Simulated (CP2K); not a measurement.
# Input and output of a self-consistent single point for ZnSb₂ (P-4n2, 6 atoms in the cell) (CP2K)

Method of the run: CP2K with PBEsol, GPW, DZVP-MOLOPT-SR-GTH basis, GTH-PBE potentials (GTH_POTENTIALS).

The input file:

```
&GLOBAL
  PROJECT calc
  RUN_TYPE ENERGY_FORCE
  PRINT_LEVEL LOW
&END GLOBAL
&FORCE_EVAL
  METHOD Quickstep
  STRESS_TENSOR ANALYTICAL
  &DFT
    BASIS_SET_FILE_NAME BASIS_MOLOPT
    POTENTIAL_FILE_NAME GTH_POTENTIALS
    &QS
      METHOD GPW
      EPS_DEFAULT 1E-10
    &END QS
    &MGRID
      CUTOFF 600
      REL_CUTOFF 50
      NGRIDS 5
    &END MGRID
    &SCF
      SCF_GUESS ATOMIC
      EPS_SCF 1E-7
      MAX_SCF 100
      ADDED_MOS 8
      &DIAGONALIZATION
        ALGORITHM STANDARD
      &END DIAGONALIZATION
      &MIXING
        METHOD BROYDEN_MIXING
        ALPHA 0.3
        NBUFFER 8
      &END MIXING
      &SMEAR ON
        METHOD GAUSSIAN
        SIGMA [eV] 0.05
      &END SMEAR
    &END SCF
    &KPOINTS
      SCHEME MACDONALD 4 4 7 0 0 0.07142857143
    &END KPOINTS
    &XC
      &XC_FUNCTIONAL
        &PBE
          PARAMETRIZATION PBESOL
        &END PBE
      &END XC_FUNCTIONAL
    &END XC
    &PRINT
      &MO
        EIGENVALUES T
        OCCUPATION_NUMBERS T
        NDIGITS 8
        FILENAME mo
        &EACH
          QS_SCF 0
        &END EACH
        ADD_LAST NUMERIC
      &END MO
      &MULLIKEN OFF
      &END MULLIKEN
    &END PRINT
  &END DFT
  &SUBSYS
    &CELL
      A 6.97681000 0.00000000 0.00000000
      B 0.00000000 6.97681000 0.00000000
      C 0.00000000 0.00000000 3.29395400
      PERIODIC XYZ
    &END CELL
    &COORD
      Zn       3.48840500     3.48840500     1.64697700
      Zn       0.00000000     0.00000000     0.00000000
      Sb       5.95045148     2.46204648     0.82348850
      Sb       2.46204648     1.02635852     2.47046550
      Sb       1.02635852     4.51476352     0.82348850
      Sb       4.51476352     5.95045148     2.47046550
    &END COORD
    &KIND Zn
      BASIS_SET DZVP-MOLOPT-SR-GTH
      POTENTIAL GTH-PBE-q12
    &END KIND
    &KIND Sb
      BASIS_SET DZVP-MOLOPT-SR-GTH
      POTENTIAL GTH-PBE-q5
    &END KIND
  &END SUBSYS
  &PRINT
    &FORCES ON
    &END FORCES
    &STRESS_TENSOR ON
    &END STRESS_TENSOR
  &END PRINT
&END FORCE_EVAL
```

The program printed (abridged):

```
 GLOBAL| Method name                                                        CP2K
 GLOBAL| Project name                                                       calc
 GLOBAL| Run type                                                   ENERGY_FORCE

 TOTAL NUMBERS AND MAXIMUM NUMBERS

  Total number of            - Atomic kinds:                                   2
                             - Atoms:                                          6
                             - Shell sets:                                     6
                             - Shells:                                        34
                             - Primitive Cartesian functions:                 32
                             - Cartesian basis functions:                    116
                             - Spherical basis functions:                    102

  Maximum angular momentum of- Orbital basis functions:                        3
                             - Local part of the GTH pseudopotential:          0
                             - Non-local part of the GTH pseudopotential:      4

 SCF PARAMETERS         Density guess:                                    ATOMIC
                        max_scf:                                             100
                        max_diis:                                              4
                        eps_scf:                                        1.00E-07
                        eps_diis:                                       1.00E-01
                        eps_eigval:                                     1.00E-05
                        level_shift [a.u.]:                             0.000000
                        added MOs                                         8    0
                        Mixing method:                            BROYDEN_MIXING
                                                charge density mixing in g-space
                        Smear method:                                   GAUSSIAN
                        Smearing width (sigma) [a.u.]:                  1.84E-03
                        Accuracy threshold:                             1.00E-10
                        No outer SCF

 Extrapolation method: initial_guess

 Number of electrons:                                                         44
 Number of occupied orbitals:                                                 22
 Number of molecular orbitals:                                                30

 Number of orbital functions:                                                102
 Number of independent orbital functions:                                    102

 SCF WAVEFUNCTION OPTIMIZATION

  Step     Update method      Time    Convergence         Total energy    Change
     1 NoMix/Diag. 0.30E+00      -     1.30747847      -143.1289901567 -1.43E+02
     2 Broy./Diag. 0.30E+00      -     0.08871673      -143.7719985335 -6.43E-01
     3 Broy./Diag. 0.30E+00      -     0.03732829      -143.1318227664  6.40E-01
     4 Broy./Diag. 0.30E+00      -     0.02236810      -142.8591048847  2.73E-01
     5 Broy./Diag. 0.30E+00      -     0.00375680      -142.8355709003  2.35E-02
     6 Broy./Diag. 0.30E+00      -     0.00120394      -142.8375178082 -1.95E-03
     7 Broy./Diag. 0.30E+00      -     0.00008600      -142.8321194426  5.40E-03
     8 Broy./Diag. 0.30E+00      -     0.00004748      -142.8311531081  9.66E-04
     9 Broy./Diag. 0.30E+00      -     0.00000676      -142.8316518351 -4.99E-04
    10 Broy./Diag. 0.30E+00      -     0.00000551      -142.8316640780 -1.22E-05
    11 Broy./Diag. 0.30E+00      -     0.00000081      -142.8316230062  4.11E-05
    12 Broy./Diag. 0.30E+00      -     0.00000032      -142.8316248059 -1.80E-06
    13 Broy./Diag. 0.30E+00      -     0.00000003      -142.8316264233 -1.62E-06

  *** SCF run converged in    13 steps ***

  Electronic density on regular grids:        -43.9999999987        0.0000000013
  Core density on regular grids:               43.9999999907       -0.0000000093
  Total charge density on r-space grids:       -0.0000000079
  Total charge density g-space grids:          -0.0000000079

  Overlap energy of the core charge distribution:               0.00000000166309
  Self energy of the core charge distribution:               -207.11326486768084
  Core Hamiltonian energy:                                     60.38198860202896
  Hartree energy:                                              27.03703687088893
  Exchange-correlation energy:                                -23.13712805553839
  Smearing free energy correction:                             -0.00025897470224
  Fermi energy:                                                 0.16713960856515

  Total energy:                                              -142.83162642329057
  Total energy (extrapolated to sigma->0):                   -142.83149693593944

 ENERGY| Total FORCE_EVAL ( QS ) energy [hartree]           -142.831626820526168

 FORCES| Atomic forces [hartree/bohr]
 FORCES|   Atom     x               y               z               |f|
 FORCES|      1  8.39704448E-09  1.77352263E-09 -1.80575035E-09   8.77020370E-09
 FORCES|      2  4.38434270E-09  3.20619112E-09  3.97266952E-10   5.44609433E-09
 FORCES|      3  1.31958778E-03  1.31958744E-03  1.38770248E-08   1.86617870E-03
 FORCES|      4  1.31956635E-03 -1.31956729E-03 -1.58028699E-08   1.86614930E-03
 FORCES|      5 -1.31959587E-03 -1.31958971E-03  1.42435936E-08   1.86618602E-03
 FORCES|      6 -1.31956431E-03  1.31957132E-03 -1.09097690E-08   1.86615070E-03
 FORCES| Sum     6.73285655E-09  6.72847631E-09 -5.03850960E-13
 FORCES| Total atomic force                                       9.51860026E-09

 STRESS| Analytical stress tensor [bar]
 STRESS|                        x                   y                   z
 STRESS|      x       -3.32872971229E+04  -1.54983745937E-02  -3.38964054427E-02
 STRESS|      y       -1.54983745937E-02  -3.32872702815E+04   4.03092691510E-03
 STRESS|      z       -3.38964054427E-02   4.03092691510E-03  -2.01843909488E+04
 STRESS| 1/3 Trace                                            -2.89196527844E+04
```

The run converged in 13 iterations.

The starting cell comes from a database of computed structures (which also holds hypothetical and non-ambient phases and stackings), without a prior relaxation at this level. Its lattice was rescaled by a random factor within 2.5 % of one. Values carry the incompleteness of an atom-centred basis. The potentials were made for another functional than the one used. The run gives no clean gap (levels at the Fermi energy touch, overlap or are partly filled at this smearing), which alone does not show that the compound is a metal.

Cost on one core of a shared machine: roughly 50 s.
